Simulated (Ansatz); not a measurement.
The structure below was relaxed with LDA (Ansatz, a program for electronic structure), spin-orbit coupling left out, at pressure 2.1 GPa.

```yaml
crystal:
  lattice:
    - [-1.58786, 1.58786, 3.87602]
    - [1.58786, -1.58786, 3.87602]
    - [1.58786, 1.58786, -3.87602]
  atoms:
    - { symbol: Si, position: [0.66541, 0.66541, 0.00000] }
    - { symbol: Si, position: [0.33459, 0.33459, 0.00000] }
    - { symbol: W, position: [0.00000, 0.00000, 0.00000] }
```

**Question.** Find the space group and the Wyckoff positions.

**Answer.** Space group I4/mmm (No. 139); a = 3.1757 Å, b = 3.1757 Å, c = 7.7520 Å, α = 90.00°, β = 90.00°, γ = 90.00°

```
atom  site  symmetry       x       y       z
----  ----  --------  ------  ------  ------
Si      4e       4mm  0.0000  0.0000  0.3346
W       2a     4/mmm  0.0000  0.0000  0.0000
```

**Question.** Describe the coordination.

**Answer.** The crystal has 6 atoms in its conventional cell. Cell: a = 3.176 Å, b = 3.176 Å, c = 7.752 Å, α = 90.00°, β = 90.00°, γ = 90.00°. Si has 5 Si at 2.565–2.600 Å and 5 W at 2.586–2.594 Å. W sees 10 Si at 2.586–2.594 Å and 4 W at 3.176 Å. (Neighbours: up to the widest gap in distance over summed covalent radii, below 1.35, at either atom; cation-cation and far metal-metal contacts left out.)

Load acts through the strain it causes; cell and atoms are relaxed under it. Stability against distortions was not tested. All final runs are without spin polarisation. The cell was made from WSi₂ (space group I4/mmm, No. 139) by this change: pressure 2.1 GPa.
